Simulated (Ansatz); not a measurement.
The reference is CdSe in the zinc blende structure (space group F-43m, No. 216).

```yaml
crystal:
  lattice:
    - [0.00000, 3.06658, 3.06658]
    - [3.06658, 0.00000, 3.06658]
    - [3.06658, 3.06658, 0.00000]
  atoms:
    - { symbol: Cd, position: [0.00000, 0.00000, 0.00000] }
    - { symbol: Se, position: [0.25000, 0.25000, 0.25000] }
```

Cartesian axes are those of the cell as printed.

Level of theory: Ansatz (a first-principles code), r2SCAN, PAW, cutoff 500 eV, spin-orbit coupling left out.

Strains are applied to the cell and any free atomic positions relax; under biaxial strain the out-of-plane vector relaxes too.

One change was made to it. Results:

The band gap falls by 0.03 eV (1.04 eV → 1.01 eV); the valence-band top at Γ (three highest levels, from the VBM) becomes 0.00, -0.03, -0.03 eV (base: 0.00, 0.00, 0.00 eV).

Q: Which of these changes matches the shifts?
A) biaxial strain +0.42 %, plane normal [111], relaxed out of plane
B) biaxial strain +1.25 %, plane normal [111], relaxed out of plane
C) biaxial strain +1.67 %, plane normal [111], relaxed out of plane
D) biaxial strain +2.08 %, plane normal [111], relaxed out of plane

A: A, biaxial strain +0.42 %, plane normal [111], relaxed out of plane. For comparison, the band gap in the other runs: biaxial strain +1.67 %, plane normal [111], relaxed out of plane gives 0.91 eV; biaxial strain +1.25 %, plane normal [111], relaxed out of plane gives 0.94 eV; biaxial strain +2.08 %, plane normal [111], relaxed out of plane gives 0.88 eV.

Stability against distortions was not tested.
